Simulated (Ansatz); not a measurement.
The parent structure is BiB in the zinc blende structure (space group F-43m, No. 216; a hypothetical phase, not in the database extracts checked).

```yaml
crystal:
  lattice:
    - [0.00000, 2.74525, 2.74525]
    - [2.74525, 0.00000, 2.74525]
    - [2.74525, 2.74525, 0.00000]
  atoms:
    - { symbol: Bi, position: [0.25000, 0.25000, 0.25000] }
    - { symbol: B, position: [0.00000, 0.00000, 0.00000] }
```

The values are results of Kohn–Sham DFT with the r2SCAN functional, run in Ansatz (a quantum-chemistry and plane-wave program) with PAW and 500 eV plane waves, no spin-orbit coupling, not measurements.

Carriers are added at fixed cell with a uniform background; the Fermi–Dirac width is that of 300 K.

One change was made to it. Results:

The valley order (the lowest conduction-band minima on the path, energy above the VBM, named in the base's zone) goes from Γ 0.39 eV; L along ⟨111⟩ 0.52 eV; a point along ⟨100⟩, about 0.9 Å⁻¹ from Γ 0.85 eV to Γ 0.38 eV; L along ⟨111⟩ 0.47 eV; a point along ⟨100⟩, about 0.9 Å⁻¹ from Γ 0.73 eV; the Fermi level relative to the doped band's edge (positive inside the band; to 0.05 eV) is +0.90 eV.

Which of these changes matches the shifts?
(A) holes 1.5×10^21 cm⁻³
(B) holes 7.0×10^21 cm⁻³
(C) electrons 7.0×10^21 cm⁻³
(D) electrons 1.5×10^21 cm⁻³

C, electrons 7.0×10^21 cm⁻³. For comparison, the Fermi level from band edge in the other runs: holes 1.5×10^21 cm⁻³ gives +0.55 eV; electrons 1.5×10^21 cm⁻³ gives +0.60 eV; holes 7.0×10^21 cm⁻³ gives +1.25 eV.

Carriers are added with a uniform compensating background; total energy and stress of such cells depend on the potential's zero and are not compared; many-body gap narrowing is missing at this level. With Bi present, leaving out spin-orbit coupling can change the band edges. The levels and masses belong to the bands next to the band gap. Whether these cells are dynamically stable was not tested.
